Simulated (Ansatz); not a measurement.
**One base run on Cs₂KMoF₆ (Fm-3m, 10 atoms in the cell) and variants with one or two settings moved**

```
CELL_PARAMETERS angstrom
      0.00000     4.70737     4.70737
      4.70737     0.00000     4.70737
      4.70737     4.70737     0.00000
ATOMIC_POSITIONS crystal
  K  0.50000 0.50000 0.50000
  Cs 0.75000 0.75000 0.75000
  Cs 0.25000 0.25000 0.25000
  Mo 0.00000 0.00000 0.00000
  F  0.77614 0.22386 0.77614
  F  0.22386 0.77614 0.22386
  F  0.77614 0.22386 0.22386
  F  0.22386 0.77614 0.77614
  F  0.77614 0.77614 0.22386
  F  0.22386 0.22386 0.77614
```
Moments meant for the start (each program seeds them in its own way; μB, in the order of the atoms K Cs Cs Mo F F F F F F): 0.0 0.0 0.0 2.0 0.0 0.0 0.0 0.0 0.0 0.0.

Base run A: r2SCAN+U, default PAW files made with PBE (Ansatz, a first-principles code), self-consistent single point.

Its settings: basis.ecutwfc = 36.7 Ry; kpoints.mp_grid.grid = 3 3 3; hamiltonian.xc = r2scan; hamiltonian.pseudopotentials = {kind: paw} (the program's default PAW files); hamiltonian.hubbard.sites = [{species: Mo, l: d, u_eff: 4.38}] eV; magnetization.spin_polarized = true; scf.occupations.method = fermi_dirac; scf.occupations.width = 0.0015 Ry.

The starting cell comes from a database of computed structures (which also holds hypothetical and non-ambient phases and stackings), without a prior relaxation at this level. With one magnetic atom in the cell only a parallel order is possible. With U or open f shells several self-consistent states can exist. Ansatz's pressure includes its estimate of the finite-basis (Pulay) stress. The cutoff lies below the one recommended for these files.

ΔF is the free energy per atom less that of run A. A dash stands where there is no value to compare (another energy zero or no entropy term, no result, no spin, no clean gap, or a mesh too coarse for one). 

These are the values that this program gave, and no reference: magnets with a U can end in a higher state.

Run A gave: pressure (GPa) -2.71; largest force (eV/Å) 0.370; gap on the mesh (eV) 5.174; size of the net moment (μB/atom) 0.30; Hubbard energy (eV/atom) 0.199; k-points 4; valence electrons 83.

Runs:
- B: 2 x 1 x 1 supercell, mesh divided and rounded up; kpoints.mp_grid.grid: 3 3 3 → 2 3 3
- C: hamiltonian.hubbard.sites: [{species: Mo, l: d, u_eff: 4.38}] eV → [{species: Mo, l: d, u_eff: 1.0}] eV
- D: scf.mixing.preconditioner: default (the program chose Resta) → resta; scf.mixing.eps_inf: default → 3
- E: hamiltonian.hubbard.double_counting: default → amf

Problem. What does run C change against A?

Solution. The pressure goes from -2.71 to -3.30 GPa, the largest force goes from 0.370 to 0.536 eV/Å, the gap on the mesh goes from 5.174 to 3.799 eV and the size of the net moment stays at 0.30 μB/atom.

Problem. What does run E change against A?

Solution. The pressure goes from -2.71 to -3.17 GPa, the largest force goes from 0.370 to 0.502 eV/Å, the gap on the mesh goes from 5.174 to 4.301 eV and the size of the net moment stays at 0.30 μB/atom.

| run | ΔF (meV/atom) | pressure (GPa) | largest force (eV/Å) | gap on the mesh (eV) | size of the net moment (μB/atom) | Hubbard energy (eV/atom) | k-points | valence electrons |
|---|---|---|---|---|---|---|---|---|
| A | 0.00 | -2.71 | 0.370 | 5.174 | 0.30 | 0.199 | 4 | 83 |
| B | 0.01 | -2.71 | 0.370 | 5.169 | 0.30 | 0.199 | 8 | 166 |
| C | – | -3.30 | 0.536 | 3.799 | 0.30 | 0.050 | 4 | 83 |
| D | 0.00 | -2.71 | 0.370 | 5.174 | 0.30 | 0.199 | 4 | 83 |
| E | – | -3.17 | 0.502 | 4.301 | 0.30 | -0.174 | 4 | 83 |

Keys are those of Ansatz 0.2.
